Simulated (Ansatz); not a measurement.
Pressure series in SrO

Base system: SrO in the rock salt structure (space group Fm-3m, No. 225; a = 5.1599 Å).

Cell and atoms are relaxed at each pressure.

Level of theory: r2SCAN/PAW in Ansatz (a first-principles code), spin-orbit coupling left out.

| pressure (GPa) | volume per atom (Å³/atom) |
|---|---|
| -2 | 17.562 |
| -1 | 17.361 |
| 0 | 17.173 |
| 0.3 | 17.117 |
| 0.7 | 17.046 |
| 1.5 | ? |
| 3 | 16.664 |
| 5 | 16.367 |
| 10 | 15.728 |

### Question
Fit the third-order Birch–Murnaghan form P(V) = (3B₀/2)[(V₀/V)^(7/3) − (V₀/V)^(5/3)]·[1 + (3/4)(B₀′ − 4)((V₀/V)^(2/3) − 1)] (squares taken in P) to the rows shown and predict the withheld row.

### Answer
Least squares on the printed values gives V₀ = 17.172 Å³/atom, B₀ = 93.5 GPa, B₀′ = 4.5; this predicts 16.908 Å³/atom, and the run gives 16.910 Å³/atom, 0.002 higher.

Measured bulk modulus of SrO: 91 GPa (room temperature; as listed in Juan A. Santana et al., The Journal of Chemical Physics (2016)); the computed value is for a static lattice, so the two differ by thermal effects too.

Load acts through the strain it causes; cell and atoms are relaxed under it. No phonon test of stability was made. No other phases were tried under pressure.
